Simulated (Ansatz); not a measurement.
**SnO2, response to strain**

The reference is SnO₂ in the rutile structure (space group P4_2/mnm, No. 136; a = 4.760 Å, c = 3.201 Å). Axes: x, y, z lie along a, b, c of the conventional cell.

Strains are applied to the cell and any free atomic positions relax; under biaxial strain the out-of-plane vector relaxes too.

Level of theory: Ansatz (a program for electronic structure), r2SCAN, PAW, cutoff 500 eV, no spin-orbit coupling.

Candidates:
(a) biaxial strain +2.09 %, plane normal [001], relaxed out of plane
(b) isotropic strain −5.47 %
(c) biaxial strain −2.70 %, plane normal [001], relaxed out of plane

Base values:

- Band gap: 1.77 eV

Q: Order them by band gap, lowest first.

A: (a) biaxial strain +2.09 %, plane normal [001], relaxed out of plane (1.57 eV), (c) biaxial strain −2.70 %, plane normal [001], relaxed out of plane (2.06 eV), (b) isotropic strain −5.47 % (3.93 eV)

Whether these cells are dynamically stable was not tested. The base started in Pnnm and relaxed to P4_2/mnm at this level.
